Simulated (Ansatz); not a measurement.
The reference is GaCuSe$_{2}$ in the chalcopyrite structure (space group I-42d, No. 122; a = 5.508 Å, c = 10.962 Å). Axes: x, y, z lie along a, b, c of the conventional cell.

The values are results of Ansatz (an electronic-structure program) LDA, no spin-orbit coupling, not measurements.

Strains are applied to the cell and any free atomic positions relax.

One change was made to it. Results:

The energy rises by 3.4 meV/atom; the pressure (mean of the normal stresses, compression positive) goes from zero to -1.65 GPa; the shortest interatomic distance goes up by 1.9 pm, from 235.3 pm to 237.2 pm.

What was done to the base?
A) uniaxial strain ε_xx = +0.75 %
B) uniaxial strain ε_xx = +2.25 %
C) uniaxial strain ε_xx = +1.50 %

B, uniaxial strain ε_xx = +2.25 %. For comparison, the energy relative to the base in the other runs: uniaxial strain ε_xx = +0.75 % gives +0.4 meV/atom; uniaxial strain ε_xx = +1.50 % gives +1.5 meV/atom.

Whether these cells are dynamically stable was not tested. The final runs are not spin-polarised.
